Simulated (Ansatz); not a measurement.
Start from AlN (space group P4_2/mnm, No. 136; a = 5.330 Å, c = 3.122 Å; a hypothetical phase, not in the database extracts checked).

Method: PBE, PAW, 420 eV (Ansatz, a first-principles code; no spin-orbit coupling).

For the base:

| Property | Result |
|---|---|
| Band gap | 3.73 eV |
| Gap character | indirect, M–Γ (86 % along) → Γ |

Perturbation: an isotropic linear strain of −0.93 %; the atoms relax in the strained cell.

Question: Predict the new band gap and gap character.

Answer: The band gap grows by 0.19 eV (3.73 eV → 3.92 eV); the gap character remains indirect, M–Γ (86 % along) → Γ.

No phonon test of stability was made.
